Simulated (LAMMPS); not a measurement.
MD of CeO2 (fluorite) at zero pressure, 324 atoms, as a crystal; each row is its own run.

All values are model results, not measurements: classical MD, Buckingham potential of Woodley, Battle, Gale and Catlow, Phys. Chem. Chem. Phys. 1, 2535 (1999), used with rigid ions (no shells), PPPM sums, short-range terms cut at 10 Å, modified for these runs by an r^-4 repulsive force inside the short-range force's maximum; code LAMMPS.

```csv
T (K),volume (Å³/atom)
200,13.269
300,13.302
1220,13.667
1620,13.843
2430,14.201
3240,14.572
```

Problem. Fit a straight line, y = a + b x, to these rows (x is the first column, y the second) and predict the run at x = 2840.

Solution. Least squares gives a = 13.166 and b = 0.0004282. At x = 2840 the fit predicts 14.382 Å³/atom. The run itself gave 14.393 ± 0.004 Å³/atom, so the fit is 0.076 % low.

Caution: the potential ionic pair potential woodley1999 is fitted for structure prediction of static crystals.

Caution (rows 1220; 1620; 2430; 2840; 3240): a run this short can hold a crystal over, or a liquid under, the potential's own melting point, which these runs don't give.
